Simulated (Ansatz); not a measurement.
**Effect of biaxial strain −1.64 %, plane normal [001], relaxed out of plane on WSi2**

The reference is WSi$_{2}$ (space group I4/mmm, No. 139; a = 3.229 Å, c = 7.870 Å; relaxed with 0.1 eV smearing). Axes: x, y, z lie along a, b, c of the conventional cell.

Perturbation: biaxial strain −1.64 %, plane normal [001], relaxed out of plane (Cartesian); in-plane vectors clamped, the third vector and the atoms free.

Method: Kohn–Sham DFT with the PBE functional, run in Ansatz (a program for electronic structure) with PAW and 420 eV plane waves, spin-orbit coupling left out. Γ-centred 25×25×25 mesh, Fermi–Dirac width 0.1 eV.

* **Volume per atom**: 13.31 Å³ (base 13.67 Å³)
* **Space group**: I4/mmm (No. 139) (base I4/mmm (No. 139))
* **Energy relative to the base (free energy F)**: +12 meV/atom
* **Band gap**: zero (base zero)
* **Out-of-plane strain**: +0.64 %
* **Ratio −ε⊥/ε∥**: 0.39
* **Mean in-plane stress (compression positive)**: +8.7 GPa

Final structure (turned so that z lies along the plane normal):

```yaml
crystal:
  lattice:
    - [3.17596, 0.00000, 0.00000]
    - [0.00000, 3.17596, 0.00000]
    - [1.58798, -1.58798, 3.96010]
  atoms:
    - { symbol: W, position: [0.00000, 0.00000, 0.00000] }
    - { symbol: Si, position: [0.66596, 0.33404, 0.66808] }
    - { symbol: Si, position: [0.33404, 0.66596, 0.33192] }
```

Cost of the whole job for the changed cell (relaxation, final SCF and bands): roughly 2.8 core-minutes.

Whether these cells are dynamically stable was not tested. The final runs are not spin-polarised.
